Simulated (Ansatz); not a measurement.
WO3 (P4/nmm, No. 129; high-temperature phase), treated with LDA (PAW; Ansatz, a quantum-chemistry and plane-wave program).

Numerical settings: plane-wave cutoff 500 eV, 8×8×10 k mesh (along the axes of the cell as run), gaussian smearing 0.02 eV, no spin polarisation, scalar-relativistic PAW data made under PBE.

Computed at the level's own relaxed cell.

**Question.** Estimate the volume per atom, lattice constant a, lattice parameter c and band gap that the calculation returns.

**Answer.** 
* **volume per atom**: 13.55 Å³/atom
* **lattice constant a**: 5.286 Å
* **lattice parameter c**: 3.880 Å
* **band gap**: 0.54 eV (on the SCF k mesh)

Note: held by symmetry at 0 K, a high-temperature phase can be a saddle point.

Spin–orbit coupling is not included.

The computed numbers hold no vibrational or temperature effects.
